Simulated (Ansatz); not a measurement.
This Ansatz (a program for electronic structure) input is the reference run, Te (space group P3_121, No. 152; made of chains), computed with Ansatz, PBEsol, PAW, cutoff 420 eV, spin-orbit coupling left out, earlier PAW set:

Ansatz 0.2 input:
```yaml
crystal:
  lattice:
    - [4.3169209898, 0, 0]
    - [-2.1584604949, 3.7385632433, 0]
    - [0, 0, 5.9554250678]
  atoms:
    - { symbol: Te, position: [0.2841565366, 0, 0.3333333333] }
    - { symbol: Te, position: [0, 0.2841565366, 0.6666666667] }
    - { symbol: Te, position: [0.7158434634, 0.7158434634, 0] }
basis: { ecutwfc: 420, ecutrho_ratio: 4, xc_grid: 2, fft_grid_basis: typed }
kpoints: { mp_grid: { grid: [13, 13, 8] } }
hamiltonian:
  xc: pbesol
  dispersion: none
  pseudopotentials: { azcp: { folder: ./paw }, kind: paw }
scf: { occupations: { method: fermi_dirac, width: 0.05 }, convergence: { dr2_threshold: 0.0000000003 } }
output: { forces: true, stress: true }
```

Problem. Write the input for this change: a negative pressure, −1 GPa.

Solution. 
Ansatz 0.2 input:
```yaml
crystal:
  lattice:
    - [4.3169209898, 0, 0]
    - [-2.1584604949, 3.7385632433, 0]
    - [0, 0, 5.9554250678]
  atoms:
    - { symbol: Te, position: [0.2841565366, 0, 0.3333333333] }
    - { symbol: Te, position: [0, 0.2841565366, 0.6666666667] }
    - { symbol: Te, position: [0.7158434634, 0.7158434634, 0] }
basis: { ecutwfc: 420, ecutrho_ratio: 4, xc_grid: 2, fft_grid_basis: typed }
kpoints: { mp_grid: { grid: [13, 13, 8] } }
hamiltonian:
  xc: pbesol
  dispersion: none
  pseudopotentials: { azcp: { folder: ./paw }, kind: paw }
scf: { occupations: { method: fermi_dirac, width: 0.05 } }
relax: { f_tol: 0.01, max_steps: 60, cell: { stress_tol: 0.02, p_target: -1.0 } }
output: { forces: true, stress: true }
checkpoint: { write: state.ck, write_every: 1000 }
```
This is the input that was run.

Load acts through the strain it causes; cell and atoms are relaxed under it. No phonon test of stability was made. No dispersion term is included in the PBEsol runs.
